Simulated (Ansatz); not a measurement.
Consider NbAs (space group I4_1md, No. 109).

```cif
data_As2Nb2
_chemical_formula_sum 'Nb2 As2'
_space_group_name_H-M_alt 'P 1'
_space_group_IT_number 1
_cell_length_a 6.28560
_cell_length_b 6.28560
_cell_length_c 6.28560
_cell_angle_alpha 148.246
_cell_angle_beta 148.246
_cell_angle_gamma 45.522
loop_
_space_group_symop_operation_xyz
  'x, y, z'
loop_
_atom_site_label
_atom_site_type_symbol
_atom_site_fract_x
_atom_site_fract_y
_atom_site_fract_z
_atom_site_occupancy
Nb1 Nb 0.99874 0.99874 0.00000 1
Nb2 Nb 0.74874 0.24874 0.50000 1
As1 As 0.41726 0.41726 0.00000 1
As2 As 0.16726 0.66726 0.50000 1
```

All numbers come from PBEsol/PAW in Ansatz (a quantum-chemistry and plane-wave program), no spin-orbit coupling, earlier PAW set.

For the base:

```
Quantity              Result
-------------------  -------
c/a ratio              3.371
Lattice parameter a  3.439 Å
```

Modification: Sb takes the place of Nb on all its sites; the structure is relaxed again.

Tabulated Pauling electronegativity and covalent radius: Nb 1.60, 1.64 Å; Sb 2.05, 1.39 Å.

### Question
What does the calculation give for the c/a ratio after the change?

### Answer
The c/a ratio increases by 0.473 (3.371 → 3.844).

### Question
What happens to the lattice parameter a?

### Answer
The lattice parameter a increases by 0.253 Å, from 3.439 Å to 3.692 Å.

Whether these cells are dynamically stable was not tested. As relaxed here, SbAs is a hypothetical phase, not in the database extracts checked. All final runs are without spin polarisation.
